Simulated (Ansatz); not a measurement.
Level of theory: PBE (plane waves to 420 eV, PAW; Ansatz, a quantum-chemistry and plane-wave program).

Plane-averaged electrostatic potential energy along the normal, in eV from the Fermi level, for OH on the 1x1 (0001) surface of hcp Ti, one in a 2x2 cell, started at the site 'hollow Ti-Ti-Ti':

| z (Å) | V (eV) |
|---|---|
| 5.20 | 4.39 |
| 5.49 | 4.38 |
| 5.78 | 4.38 |
| 6.07 | 4.37 |
| 6.36 | 4.35 |
| 6.64 | 4.31 |
| 6.93 | 4.25 |
| 7.22 | 4.12 |
| 7.51 | 3.87 |
| 7.80 | 3.42 |
| 8.09 | 2.61 |
| 8.38 | 1.17 |
| 8.67 | -1.41 |
| 8.96 | -6.22 |
| 9.24 | -10.77 |
| 9.53 | -12.80 |
| 9.82 | -12.00 |
| 10.11 | -8.56 |
| 10.40 | -3.77 |
| 10.69 | -1.41 |
| 10.98 | -3.48 |
| 11.27 | -8.21 |
| 11.56 | -11.75 |
| 11.84 | -12.61 |
| 12.13 | -10.59 |
| 12.42 | -6.01 |
| 12.71 | -1.36 |
| 13.00 | 0.09 |
| 13.29 | -1.36 |
| 13.58 | -6.01 |
| 13.87 | -10.59 |
| 14.16 | -12.60 |
| 14.44 | -11.73 |
| 14.73 | -8.16 |
| 15.02 | -3.38 |
| 15.31 | -1.26 |
| 15.60 | -3.41 |
| 15.89 | -8.15 |
| 16.18 | -11.80 |
| 16.47 | -12.82 |
| 16.76 | -11.05 |
| 17.04 | -7.08 |
| 17.33 | -3.30 |
| 17.62 | -1.22 |
| 17.91 | 0.42 |
| 18.20 | 1.91 |
| 18.49 | 2.17 |
| 18.78 | 2.29 |
| 19.07 | 2.78 |
| 19.36 | 2.95 |
| 19.64 | 3.03 |
| 19.93 | 3.07 |
| 20.22 | 3.09 |
| 20.51 | 3.10 |
| 20.80 | 3.11 |
| 21.09 | 3.11 |
| 21.38 | 3.12 |
| 21.67 | 3.12 |
| 21.96 | 3.12 |
| 22.24 | 3.12 |
| 22.53 | 3.12 |
| 22.82 | 3.12 |
| 23.11 | 3.12 |

Model: 18-atom slab, 6.8 Å thick at the start under the adsorbate (thin: gaps and levels are the slab's own), 6x6x1 mesh, Fermi-Dirac 0.1 eV, dipole correction, 8 atoms held, the rest relaxed; no symmetry held; no spin, no spin-orbit, no U, no dispersion correction. At the end it is bonded to 3 Ti. In PBE it is, or lies within 0.03 eV of, the lowest of the starts that converged.

Task: The surface cell has an area of 29.91 Å². What dipole along the normal does the step between the two vacuum levels imply?

Result: the top vacuum level lies 1.27 eV below the bottom one; p = −ε₀ A ΔV (ε₀ = 0.005526 e/(V·Å)) gives 0.21 e·Å a cell.
